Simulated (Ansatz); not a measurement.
Functionals compared on a constructed model of the (0001) surface of hcp Ru, a pseudomorphic layer of Nb in the host's stacking (bottom of the slab: a bare face, its two planes held), in Ansatz (plane waves, PAW). The structure was relaxed with PBE; the other rows are single points on it. Cutoff 420 eV (500 eV for r2SCAN).

Set-up: 7 atoms, 13.5 Å thick at the start with caps and adatoms (thin: gaps and levels are the slab's own); mesh 16x16x1; 0.1 eV smearing; dipole correction on; 2 atoms held, the rest relaxed; held to the start's symmetry, so lower structures may exist; no spin, no spin-orbit, no U. In PBE it is, or lies within 0.01 eV a 1x1 cell of, the lowest of the 2 structures of its composition computed so far; subsurface sites and larger cells were not tried. These notes are the PBE run's.

| functional | work function of the top face (eV) | rough cost of the single point |
|---|---|---|
| PBE | 4.97 | – |
| RPBE | (withheld) | about 17 core-seconds (a rough figure) |
| r2SCAN | 5.07 | about 40 core-seconds (a rough figure) |

Q: Some entries are withheld; supply them.

A: 
- RPBE, work function of the top face (eV): 4.83

Ansatz is a program for electronic structure.
